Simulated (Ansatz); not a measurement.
Bi2Se3: pressure 0.3 GPa

The reference is Bi2Se3 in the Bi2Te3 type structure (space group R-3m, No. 166; a = 4.081 Å, c = 27.666 Å (hexagonal axes)).

Modification: cell and atoms relaxed at a pressure of 0.3 GPa.

All numbers come from PBEsol-D3(BJ) (Ansatz, a quantum-chemistry and plane-wave program; PAW; 420 eV plane waves; spin-orbit coupling left out). k-mesh 9×9×9 (Γ-centred); smearing 0.05 eV (Fermi–Dirac).

* **Volume per atom**: 26.46 Å³ (base 26.61 Å³)
* **Density**: 8.22 g/cm³ (base 8.17 g/cm³)
* **Lattice parameter a**: 4.075 Å (base 4.081 Å)
* **c/a ratio**: 6.773 (base 6.778)
* **Shortest interatomic distance**: 2.833 Å (base 2.835 Å)
* **Enthalpy H = E + PV relative to the base's energy**: +0.05 eV/atom
* **Band gap**: zero (base zero)

With Bi present, leaving out spin-orbit coupling can change the band edges. Load acts through the strain it causes; cell and atoms are relaxed under it. Whether these cells are dynamically stable was not tested. All final runs are without spin polarisation. Gaps under 0.05 eV, about the width of the smearing, are given as zero. A zero or small gap of Bi2Se3 can be the functional's error rather than a property of the material.
